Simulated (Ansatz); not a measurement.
The reference is Nb in the bcc (W type) structure (space group Im-3m, No. 229; relaxed with 0.1 eV smearing).

```yaml
crystal:
  lattice:
    - [-1.63646, 1.63646, 1.63646]
    - [1.63646, -1.63646, 1.63646]
    - [1.63646, 1.63646, -1.63646]
  atoms:
    - { symbol: Nb, position: [0.00000, 0.00000, 0.00000] }
```

All numbers come from Kohn–Sham DFT with the PBEsol functional, run in Ansatz (a program for electronic structure) with PAW and 420 eV plane waves, no SOC.

For the base:

- Pressure = 0.0 GPa

One thing is altered: every lattice vector is stretched by 0.50 %, atoms relaxed at fixed cell.

Problem. What does the calculation give for the energy relative to the base after the change?

Solution. The energy goes up by 2.2 meV/atom.

Problem. Predict the new pressure.

Solution. The pressure goes from zero to -2.6 GPa.

The cells carry an imposed strain or load. No phonon test of stability was made. All final runs are without spin polarisation.
